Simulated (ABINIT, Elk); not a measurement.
An Elk input for a self-consistent single point of ZrMo2 (Fd-3m, 6 atoms in the cell) (DFT, LDA (PW92), all-electron FP-LAPW, Elk's shipped species files, LAPW+lo basis):

```
tasks
  0

xctype
  3

rgkmax
  8.0

gmaxvr
  14.0

nxoapwlo
  1

rmtscf
  0.92

stype
  3

swidth
  0.00367493

scale
  9.957748302

avec
    0.0000000000    0.7071067812    0.7071067812
    0.7071067812    0.0000000000    0.7071067812
    0.7071067812    0.7071067812    0.0000000000

sppath
  'species/'

atoms
  2   : nspecies
  'Zr.in'   : spfname
  2   : natoms; atposl, bfcmt below
  0.2500000000  0.2500000000  0.2500000000    0.0 0.0 0.0
  0.0000000000  0.0000000000  0.0000000000    0.0 0.0 0.0
  'Mo.in'   : spfname
  4   : natoms; atposl, bfcmt below
  0.6250000000  0.1250000000  0.6250000000    0.0 0.0 0.0
  0.6250000000  0.6250000000  0.6250000000    0.0 0.0 0.0
  0.1250000000  0.6250000000  0.6250000000    0.0 0.0 0.0
  0.6250000000  0.6250000000  0.1250000000    0.0 0.0 0.0

ngridk
  5 5 5
```

Write the same calculation as an input for ABINIT.

This is the input that was run; spellings and numerical settings could be chosen otherwise.

```
# ZrMo2, JTH v2.0 LDA PAW
pp_dirpath "./"
pseudos "Zr.LDA_PW-JTH.xml, Mo.LDA_PW-JTH.xml"
acell 3*1.0
rprim
         0.0000000000    7.0411913499    7.0411913499
         7.0411913499    0.0000000000    7.0411913499
         7.0411913499    7.0411913499    0.0000000000
natom 6
ntypat 2
znucl 40 42
typat 1 1 2 2 2 2
xcart
         1.8630190000    1.8630190000    1.8630190000
         0.0000000000    0.0000000000    0.0000000000
         2.7945285000    4.6575475000    2.7945285000
         4.6575475000    4.6575475000    4.6575475000
         4.6575475000    2.7945285000    2.7945285000
         2.7945285000    2.7945285000    4.6575475000
      Angstrom
ecut 20 Ha
pawecutdg 40 Ha
pawxcdev 0
occopt 3
tsmear 0.00367493
nband 51
kptopt 1
ngkpt 5 5 5
nshiftk 1
shiftk 0 0 0
nstep 80
tolvrs 1.0e-10
prtwf 0
prtden 0
enunit 1
```

Basis settings and potentials, where a program has them, do not carry over. This input uses DFT, LDA (PW92), plane waves, PAW (JTH v2.0 LDA PAW). LDA parametrisations can differ slightly between programs.

The starting cell comes from a database of computed structures (which also holds hypothetical and non-ambient phases and stackings), without a prior relaxation at this level. For this run, on top of that: lattice scaled by 0.98.
